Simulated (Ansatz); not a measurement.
Start from Nb in the bcc (W type) structure (space group Im-3m, No. 229; a = 3.3096 Å).

Perturbation: a hydrostatic pressure of 50 GPa.

Levels (all Ansatz, an electronic-structure program, PAW): PBE (420 eV, no spin-orbit coupling); r2SCAN (500 eV, spin-orbit coupling left out).

The geometry is relaxed with PBE.

PBE pressure: 50.0 GPa

Task: What does r2SCAN give at this geometry for the pressure?

Result: The pressure drops by 1.1 GPa, from 50.0 GPa to 48.9 GPa.

Single points use the geometry relaxed with PBE. Their cutoffs differ, which shifts pressures a little. Load acts through the strain it causes; cell and atoms are relaxed under it. No phonon test of stability was made. Competing high-pressure phases were not computed. The final runs are not spin-polarised.
